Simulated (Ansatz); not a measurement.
## Migration barriers: interstitial Cu in monoclinic ZrO2 strained by +1.5 % along x and y, z held, charge state +1

Defect: interstitial Cu in monoclinic ZrO2 strained by +1.5 % along x and y, z held, charge state +1. Level of theory: PBE, PAW (plane waves to 420 eV; Ansatz, a quantum-chemistry and plane-wave program).

Settings: 96 host sites, the strained lattice (strain from the relaxed PBE one, atoms relaxed), the Γ point alone, smearing 0.01 eV, spin-restricted, no image-charge correction. Energies are static. The charge state is imposed; whether it is stable for some Fermi level was not computed. Sites that were not tried may lie lower.

Barriers: single points on a 2×2×2 k-point mesh shifted by half a step at the bands' geometries.

```tsv
Route	Start site over the lowest site run (eV)	Hop (Å)	Forward barrier (eV)	Backward barrier (eV)	Neighbours at the start	Neighbours at the saddle	Saddle order	Forward, on the band's own sampling (eV)
Cu moves alone to another site	0.00	2.39	0.29	0.29	O at 1.91, O at 1.98, O at 1.99, O at 2.32 Å	2 O at 1.99, O at 2.12, O at 2.13; 2 Zr at 2.56 Å	not checked, on a symmetry element	0.31
Cu moves alone to another site	0.00	3.28	1.31	1.31	O at 1.91, O at 1.98, O at 1.99, O at 2.32 Å	O at 1.85, O at 1.88, O at 1.98, O at 2.16 Å	not checked	1.30
```

Paths come from climbing-image nudged elastic band runs. Of the routes that converged and passed our checks, the lowest saddle point lies 0.29 eV above the lowest of the sites run (Cu moves alone to another site); other sites, such as split forms, and other routes may lie lower. A band can be held on a symmetry element, so unchecked saddle points there may be too high. A further band (Cu moves alone to another site, 3.55 Å) gave 1.30 eV forward on its own sampling, 1.30 eV above the lowest site run, but a shoulder points to a second hump between its images, so it is not taken as a result.
